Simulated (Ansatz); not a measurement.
## Hypothetical simple cubic Pt: response to strain

The reference is Pt in the simple cubic structure (space group Pm-3m, No. 221; a hypothetical phase, not in the database extracts checked; relaxed with 0.1 eV smearing).

```xyz
1
Lattice="2.6254 0.0000 0.0000 0.0000 2.6254 0.0000 0.0000 0.0000 2.6254" Properties=species:S:1:pos:R:3 pbc="T T T"
Pt     0.0000     0.0000     0.0000
```

Cartesian axes are those of the cell as printed.

Strains are applied to the cell and any free atomic positions relax; under biaxial strain the out-of-plane vector relaxes too.

Levels (all Ansatz, an electronic-structure program, PAW): PBE (420 eV, no spin-orbit coupling); PBEsol (420 eV, no spin-orbit coupling).

The base cell above is that of PBE; each level relaxes its own structures.

Notes on the quantities. energy relative to the base: free energy F.

```json
[
 {"case": "biaxial strain −1.07 %, plane normal [001], relaxed out of plane", "energy relative to the base, PBE": "+6.5 meV/atom", "energy relative to the base, PBEsol": "+7.3 meV/atom"},
 {"case": "biaxial strain +1.55 %, plane normal [001], relaxed out of plane", "energy relative to the base, PBE": "+12 meV/atom", "energy relative to the base, PBEsol": "+13 meV/atom"},
 {"case": "isotropic strain −1.76 %", "energy relative to the base, PBE": "+31 meV/atom", "energy relative to the base, PBEsol": "+35 meV/atom"},
 {"case": "isotropic strain +0.91 %", "energy relative to the base, PBE": "+7.5 meV/atom", "energy relative to the base, PBEsol": "+8.4 meV/atom"},
 {"case": "isotropic strain +1.34 %", "energy relative to the base, PBE": "+16 meV/atom", "energy relative to the base, PBEsol": "+18 meV/atom"},
 {"case": "strain tensor (xx, yy, zz, yz, xz, xy) = (−1.56, −1.83, +1.78, −0.04, +0.48, +2.25) %", "energy relative to the base, PBE": "+22 meV/atom", "energy relative to the base, PBEsol": "+24 meV/atom"}
]
```

PBE lies below PBEsol in every row, by 0.8 meV/atom to 3.8 meV/atom. They put the cases in the same order.

No phonon test of stability was made. The final runs are not spin-polarised. Pt lies near a magnetic instability that expansion can trigger; it was not tested.
